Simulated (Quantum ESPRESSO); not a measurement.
Worked example: self-consistent single point of Zn2SeS (P1, 4 atoms in the cell) in Quantum ESPRESSO.

Method of the run: PBEsol+U, GBRV 1.5 ultrasoft (PBESOL) pseudopotentials (plane waves; Quantum ESPRESSO 7.5).

```xyz
4
Lattice="3.9093 0.0000 0.0000 0.0000 3.9093 0.0000 0.0000 0.0000 5.5221" Properties=species:S:1:pos:R:3 pbc="T T T"
Zn     1.9962    -0.0442     4.1764
Zn    -0.0238     1.9900     1.2976
Se     0.0003    -0.0080     2.7704
S      1.9366     1.9715     0.0387
```

Reference input (self-consistent single point, DFT, PBEsol, plane waves, GBRV 1.5 ultrasoft (PBESOL) pseudopotentials): ecutwfc = 50 Ry; ecutrho = 250 Ry; occupations = fixed; potentials = {Zn: zn_pbesol_v1.uspp.F.UPF, Se: se_pbesol_v1.uspp.F.UPF, S: s_pbesol_v1.4.uspp.F.UPF}; K_POINTS = automatic 5 5 4 0 0 0; nbnd = 28; conv_thr = 1e-10 Ry. This run's input differs from it in these lines:

```diff
@@ -36,2 +36,4 @@
    0.0000000000     0.0000000000     1.4125634067
+HUBBARD {ortho-atomic}
+U Zn-3d 8
```

Output, abridged:

```
     Self-consistent Calculation

     iteration #  1     ecut=    50.00 Ry     beta= 0.70

---- Real-time Memory Report at c_bands before calling an iterative solver
           171 MiB given to the printing process from OS
           134 MiB allocation reported by mallinfo(arena+hblkhd)
------------------

     =================== HUBBARD OCCUPATIONS ===================
     ------------------------ ATOM    1 ------------------------
     Tr[ns(  1)] =   9.97793
     eigenvalues:
       0.997  0.997  0.998  0.999  0.999
     ------------------------ ATOM    2 ------------------------
     Tr[ns(  2)] =   9.97662
     eigenvalues:
   [... lines left out ...]
           290 MiB given to the printing process from OS
           154 MiB allocation reported by mallinfo(arena+hblkhd)
------------------

     =================== HUBBARD OCCUPATIONS ===================
     ------------------------ ATOM    1 ------------------------
     Tr[ns(  1)] =   9.98123
     eigenvalues:
       0.997  0.997  0.998  0.999  0.999
     ------------------------ ATOM    2 ------------------------
     Tr[ns(  2)] =   9.97986
     eigenvalues:
       0.997  0.997  0.998  0.999  0.999

     Number of occupied Hubbard levels =   19.9611

     HUBBARD ENERGY =    0.0114  (Ry)
     End of self-consistent calculation

     highest occupied, lowest unoccupied level (ev):     6.4372    8.0770

!    total energy              =    -989.99613061 Ry
     estimated scf accuracy    <          6.9E-13 Ry

     Hubbard energy            =       0.01141615 Ry

     convergence has been achieved in  12 iterations

     Forces acting on atoms (cartesian axes, Ry/au):

     atom    1 type  1   force =    -0.01129024    0.00873559    0.01456544
     atom    2 type  1   force =     0.00080157   -0.00827611    0.00602574
     atom    3 type  2   force =     0.00977210    0.01046232   -0.00527831
     atom    4 type  3   force =     0.00071657   -0.01092181   -0.01531287

     Total force =     0.033294     Total SCF correction =     0.000002

          total   stress  (Ry/bohr**3)                   (kbar)     P=       -1.07
   0.00005996   0.00000341  -0.00003087            8.82        0.50       -4.54
   0.00000341  -0.00007157   0.00000064            0.50      -10.53        0.09
  -0.00003087   0.00000064  -0.00001025           -4.54        0.09       -1.51

   JOB DONE.
```

The run converged in 12 iterations. Against the reference run the pressure goes from -1.13 to -0.11 GPa, the largest force goes from 0.514 to 0.524 eV/Å and the gap on the mesh goes from 1.466 to 1.640 eV.

The starting cell comes from a database of computed structures (which also holds hypothetical and non-ambient phases and stackings), without a prior relaxation at this level. Its atoms were displaced at random from the sites of space group no. 115. Spin polarisation is off. The U value is a test value.

Cost on one core of a shared machine: roughly 3 min.
